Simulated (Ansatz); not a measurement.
## BaWO₄ (I4₁/a, No. 88; cell taken from a computed entry)

Method: PBEsol in Ansatz (PAW).

Settings: plane-wave cutoff 520 eV, 8×8×8 k mesh, Fermi–Dirac smearing 0.01 eV, no spin polarisation, scalar-relativistic PAW data made under PBE.

Cell: relaxed with PBEsol: a = 5.606 Å, b = 5.606 Å, c = 12.554 Å, α = 90.00°, β = 90.00°, γ = 90.00°.

For BaWO₄ (I4₁/a, No. 88; cell taken from a computed entry), the band gap is 4.70 eV and the smallest direct gap on the k points sampled is 4.75 eV.

Spin–orbit coupling is not included.

Computed values are for the static lattice.

Ansatz is a program for electronic structure.
